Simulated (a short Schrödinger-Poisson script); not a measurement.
Structure: gated In0.52Al0.48As/In0.53Ga0.47As δ-doped gas in a quantum well, at 300 K.

```
layer        material  thickness (nm)  Na (cm⁻³)
-----  --------------  --------------  ---------
1      In0.52Al0.48As              15          -
2      In0.52Al0.48As               2          -
3      In0.53Ga0.47As              15          -
4      In0.52Al0.48As            4000       4e15
```

Constants are typed, rounded textbook-type inputs, not results; the design itself was drawn at random and stands for no fabricated device. In0.52Al0.48As: permittivity 12.5, conduction-band edge (eV) 0.52, gap (eV) 1.45, electron mass (mₑ) 0.075, Nv at 300 K (cm⁻³) 1.1e19. In0.53Ga0.47As: permittivity 13.9, conduction-band edge (eV) 0, gap (eV) 0.74, Nv at 300 K (cm⁻³) 7.7e18.

Channel valleys (confinement mass, in-plane density-of-states mass, number): Γ 0.041, 0.041, 1. At the gate the conduction-band edge of layer 1 lies 0.65 eV − eVg above the Fermi level of the channel; the field vanishes at the back. Sheet of ionised δ-doping: +2.9e12 e/cm² at 15 nm from the gate. The barrier under the gate holds no holes. Gaps are held at their typed values at every temperature. Mesh 0.08 nm at interfaces.

From a short Schrödinger-Poisson script (our own, NumPy): 1D Poisson equation in equilibrium, electrons quantum, Hartree (BenDaniel-Duke, 40 states a valley, the channel's in-plane mass for all, wave functions free to enter the barrier), parabolic valleys, classical holes, full ionisation, no traps, pinning or gate leakage.

The same stack at other levels of the model or other numerical settings:

```csv
run,sheet density of all electrons at Vg = 0.4 V (cm⁻²),sheet density of all electrons at Vg = -0.1 V (cm⁻²),capacitance at Vg = 0.4 V (μF/cm²),centroid of the channel electrons at Vg = 0.4 V (nm),rough cost against the base
base,2.40e12,8.81e11,0.507,5.16,about 1
"electrons treated as classical, Boltzmann",2.95e12,1.11e12,0.609,2.35,0.02
"electrons treated as classical, Fermi-Dirac",2.45e12,(withheld),(withheld),4.88,0.1
"electrons treated as quantum, Hartree plus LDA exchange-correlation",2.44e12,9.12e11,0.511,5.09,2
mesh six times as coarse,2.40e12,8.80e11,0.507,5.14,0.2
one subband a valley,(withheld),8.65e11,0.481,4.61,0.3
```

Question: Some entries are withheld; supply them.

Answer: 
- electrons treated as classical, Fermi-Dirac, sheet density of all electrons at Vg = -0.1 V (cm⁻²): 9.49e11
- one subband a valley, sheet density of all electrons at Vg = 0.4 V (cm⁻²): 2.32e12
- electrons treated as classical, Fermi-Dirac, capacitance at Vg = 0.4 V (μF/cm²): 0.496

The classical rows ignore confinement, and Boltzmann statistics overrate the density once the band edge passes the Fermi level.
